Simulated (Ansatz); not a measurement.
System: BeS (model structure, started from the rocksalt type, Fm-3m, No. 225, 2 atoms in the cell). Method: PBE-D3(BJ) (Ansatz, a program for electronic structure, PAW).

Settings: plane-wave cutoff 520 eV, 14×14×14 k mesh, Fermi–Dirac smearing 0.01 eV, scalar-relativistic PAW data made under PBE.

Cell (relaxed at this level):

```xyz
2
Lattice="0.0000 2.2826 2.2826 2.2826 0.0000 2.2826 2.2826 2.2826 0.0000" Properties=species:S:1:pos:R:3 pbc="T T T"
S      0.0000     0.0000     0.0000
Be     2.2826     2.2826     2.2826
```

Problem. Predict the band gap, smallest direct gap on the k points sampled and direct gap at Γ.

Solution. 
* **band gap**: 0.98 eV (indirect)
* **smallest direct gap on the k points sampled**: 4.36 eV
* **direct gap at Γ**: 6.13 eV

Note: the relaxation could raise the start's symmetry but not lower it, so the cell can be a saddle point.

Static lattice: no zero-point or thermal effects.

A model structure was made by putting elements into a prototype or built by hand; it is no filed structure, need not be a known phase, and can be a saddle point held by its symmetry.
